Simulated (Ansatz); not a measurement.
System: GeS₂ (P4₂/nmc, No. 137, 6 atoms in the cell; start mp-1071032). Method: HSE06 in Ansatz (plane waves, PAW).

Settings: plane-wave cutoff 460 eV, 6×6×2 k mesh (along the axes of the cell as run), Fermi–Dirac smearing 0.01 eV, scalar-relativistic PAW data made under PBE.

Cell (relaxed with PBE-D3(BJ)):

```
CELL_PARAMETERS angstrom
      3.48548     0.00000     0.00000
      0.00000     3.48548     0.00000
      0.00000     0.00000    10.84413
ATOMIC_POSITIONS crystal
  Ge 0.00000 0.00000 0.50000
  Ge 0.50000 0.50000 0.00000
  S  0.00000 0.50000 0.86865
  S  0.00000 0.50000 0.36865
  S  0.50000 0.00000 0.63135
  S  0.50000 0.00000 0.13135
```

Task: Predict the band gap and smallest direct gap on the k points sampled.

Result: 
- band gap: 2.18 eV (indirect)
- smallest direct gap on the k points sampled: 2.32 eV

Note: cell and atoms aren't relaxed at this level (pressure -0.4 GPa).

Spin–orbit coupling is not included.

Computed values are for the static lattice.

Computing time: very roughly 3 core-minutes.

A start named mp-… is a Materials Project structure, which need not be a measured phase.

Ansatz is a program for electronic structure.
